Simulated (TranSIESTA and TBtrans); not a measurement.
Device: Au chain with one bond stretched by 0.6 Å. Leads: straight Au chain, spacing 2.703 Å. Geometry: as built, not relaxed. Transport runs along z; the first 4 and the last 4 of the 14 atoms are the lead cells, repeated to infinity.

```xyz
14
Lattice="9.000 0.000 0.000 0.000 9.000 0.000 0.000 0.000 38.442" Properties=species:S:1:pos:R:3 pbc="F F T"
Au     4.500     4.500     0.000
Au     4.500     4.500     2.703
Au     4.500     4.500     5.406
Au     4.500     4.500     8.109
Au     4.500     4.500    10.812
Au     4.500     4.500    13.515
Au     4.500     4.500    16.218
Au     4.500     4.500    19.521
Au     4.500     4.500    22.224
Au     4.500     4.500    24.927
Au     4.500     4.500    27.630
Au     4.500     4.500    30.333
Au     4.500     4.500    33.036
Au     4.500     4.500    35.739
```

Run with TranSIESTA and TBtrans (open boundaries, self-consistent; PseudoDojo norm-conserving potentials, scalar-relativistic): PAO.BasisSize DZP, PAO.EnergyShift 0.15 eV, XC.Authors PBE, Mesh.Cutoff 200 Ry, ElectronicTemperature 300 K, TS.Voltage 0.0 eV, TBT.Elecs.Eta 0.001 eV, no spin polarisation.

Energies count from the leads' Fermi level. Transmissions are for one spin of a degenerate pair. The energy step is 0.01 eV; narrower resonances are cut or missed.

```
E (eV)      T
------  -----
-0.20    1.68
-0.15    1.59
-0.10    1.43
-0.05   0.990
0.00    0.806
0.05    0.808
0.10    0.810
0.15    0.812
0.20    0.813
```

Give the zero-bias conductance in μS and the resistance at 300 K.

At the Fermi level T = 0.806. Averaged with −∂f/∂E over the full grid (kT = 25.9 meV) it is 0.869. With G0 = 2e²/h = 77.48 μS, G = 67.3 μS and R = 1/G = 14.9 kΩ.

The eigenchannels at the Fermi level transmit 0.806. What Fano factor of the shot noise follows at low temperature and bias?

F = Σ τ(1 − τ)/Σ τ = 0.156/0.806 = 0.19.

The leads' channel count changes near -0.04 eV, within the thermal window, so values at the Fermi level hang on where that band edge falls. The straight chain is held at its spacing; free chains may zigzag or dimerise. No spin-polarised start was tried, so a magnetic state, if there is one, is missed. Spin-orbit coupling, left out here, matters for the heavy atoms.
